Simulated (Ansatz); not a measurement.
The structure below was relaxed with Ansatz (a quantum-chemistry and plane-wave program), r2SCAN, PAW, cutoff 500 eV, scalar-relativistic without spin-orbit coupling, at pressure 5 GPa.

```yaml
crystal:
  lattice:
    - [4.43972, 0.00000, 0.00000]
    - [-2.21986, 3.84491, 0.00000]
    - [0.00000, 0.00000, 7.00723]
  atoms:
    - { symbol: Sb, position: [0.33333, 0.66667, 0.22421] }
    - { symbol: Sb, position: [0.66667, 0.33333, 0.77579] }
    - { symbol: Mg, position: [0.00000, 0.00000, 0.00000] }
    - { symbol: Mg, position: [0.33333, 0.66667, 0.63258] }
    - { symbol: Mg, position: [0.66667, 0.33333, 0.36742] }
```

### Question
Find the space group and the Wyckoff positions.

### Answer
Space group P-3m1 (No. 164); a = b = 4.4397 Å, c = 7.0072 Å, α = β = 90.00°, γ = 120.00°

| atom | site | symmetry | x | y | z |
|---|---|---|---|---|---|
| Sb | 2d | 3m. | 0.3333 | 0.6667 | 0.2242 |
| Mg | 1a | -3m. | 0.0000 | 0.0000 | 0.0000 |
| Mg | 2d | 3m. | 0.6667 | 0.3333 | 0.3674 |

### Question
Describe the coordination.

### Answer
The crystal has 5 atoms in its conventional cell. Conventional cell: a = 4.440 Å, b = 4.440 Å, c = 7.007 Å, α = 90.00°, β = 90.00°, γ = 120.00°. Sb is surrounded by 4 Mg at 2.753–2.862 Å and 3 Mg at 3.006 Å. Mg1 is surrounded by 6 Sb at 3.006 Å (octahedral). Mg2 has 4 Sb at 2.753–2.862 Å (tetrahedral). (Neighbours: up to the widest gap in distance over summed covalent radii, below 1.35, at either atom; cation-cation and far metal-metal contacts left out.)

Spin-orbit coupling, missing from the scalar runs, can matter with Sb. Load acts through the strain it causes; cell and atoms are relaxed under it. Whether these cells are dynamically stable was not tested. Competing high-pressure phases were not computed. The cell was made from Mg3Sb2 (space group P-3m1, No. 164) by this change: pressure 5 GPa.
